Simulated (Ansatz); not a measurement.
Take C in the diamond structure (space group Fd-3m, No. 227; a = 3.560 Å) as the base. Axes: x, y, z lie along the cube axes.

Computed with Ansatz (a first-principles code), r2SCAN, PAW, cutoff 500 eV, spin-orbit coupling left out.

The change: tensor shear ε_xy = +0.57 % (engineering shear γ = 0.0114), atoms relaxed at fixed cell.

Predict the stress tensor and what it implies for the stiffness.

Stress of the strained cell less that of the base (GPa, compression positive):
```
   0.09   -6.69    0.00
  -6.69    0.09    0.00
   0.00    0.00    0.01
```

Then −Δσ/γ with γ = 2ε = 0.0114 gives relaxed-ion elastic constants: C66 ≈ 587 GPa.

Whether these cells are dynamically stable was not tested.
